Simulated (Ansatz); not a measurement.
Consider Au in the fcc (Cu type) structure (space group Fm-3m, No. 225; a = 4.125 Å; relaxed with 0.1 eV smearing). Axes: x, y, z lie along the cube axes.

All numbers come from Ansatz (a quantum-chemistry and plane-wave program) r2SCAN, spin-orbit coupling left out.

Before the change:

Pressure: 0.0 GPa

Perturbation: uniaxial strain ε_zz = +1.50 %, all other strain components held at zero, atoms relaxed at fixed cell.

Question: What happens to the pressure?

Answer: The pressure (mean of the normal stresses, compression positive) goes from zero to -2.2 GPa.

Question: What happens to the energy relative to the base?

Answer: The energy goes up by 1.9 meV/atom.

Stability against distortions was not tested.
